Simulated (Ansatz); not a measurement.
# The (10-13) surface of hcp Ti in its 1x1 cell, outermost plane spacing 0.22 Å in the ideal cut

Method: r2SCAN, at the PBE geometry (plane waves to 500 eV, PAW; Ansatz, a program for electronic structure).

Model: 18-atom slab, 10.8 Å thick at the start, 13x5x1 mesh, Fermi-Dirac 0.1 eV, dipole correction, single point; on the structure that PBE left under its start's symmetry; no spin, no spin-orbit, no U.

The surface energy (mean of both faces) is 138 meV/Å². The work function of the top face is 3.53 eV and the cost is about 7 core-minutes (a rough figure).
